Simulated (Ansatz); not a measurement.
# Amorphous B₂₀Te₃₀

It comes from a melt-quench run on a machine-learned potential (CHGNet), relaxed afterwards by DFT. The hot cell started wider than the set density and was brought back towards it in steps. It is the lowest in DFT energy of 2 quenches. It is a model cell: composition and starting density were chosen by hand, and all elements were melted together. The geometry includes D3(BJ) dispersion.

Computed with PBE-D3(BJ), scalar-relativistic without spin-orbit coupling, PAW (Ansatz default set, large-core Te) (plane waves to 420 eV; Ansatz, an electronic-structure program). Geometry, pressure, stress and energy are those of the PBE run. Its sampling: a 2×2×2 Γ-centred mesh; Fermi-Dirac width 0.05 eV; no spin polarisation. The levels at the Fermi energy are partly filled. A closed spacing in one fast-quenched cell at PBE doesn't show the material to be a metal.

The number of atoms in the cell is 50 and the density (volume relaxed, with D3(BJ)) comes out as 5.77 g/cm^3. The volume per atom comes out as 23.28 Å³ and the pressure on a 2×2×2 Γ-centred mesh is 0.15 GPa. The largest force and stress component on that mesh (the relaxation ran on one k-point at (1/4, 1/4, 1/4)) comes out as 0.41 eV/Å and 0.5 GPa. The energy relative to trigonal Te + alpha boron (lowest mix at this level among the phases computed, not always the ambient ones) is 0.316 eV/atom and the gap on a 2×2×2 Γ-centred mesh (PBE) is within the smearing (under twice its width).

Neighbours within B-B 2.06 Å, B-Te 2.54 Å, Te-Te 3.31 Å count as bonded.

| Property | Result |
|---|---|
| Mean coordination of B | 4.90 (1 with 3, 7 with 4, 5 with 5, 7 with 6) |
| Mean coordination of Te | 3.13 (8 with 2, 14 with 3, 6 with 4, 1 with 5, 1 with 7) |
| Mean B-B bond | 1.763 Å (spread 0.045 Å, 30 counted) |
| Mean Te-Te bond | 3.045 Å (spread 0.151 Å, 28 counted) |

Its density started from a set value of 5.35 g/cm³. The simulated quench (nominally 120 K/ps over its main leg) is rapid and tends to freeze in more defects than a deposited or slowly cooled glass has. Values belong to this one cell and scatter from quench to quench. The volume was free in the relaxation, at fixed shape. Stress components on the final sampling reach 0.5 GPa. On a 2×2×2 Γ-centred mesh force components of up to 0.41 eV/Å stay, since the relaxation ran on one k-point at (1/4, 1/4, 1/4).
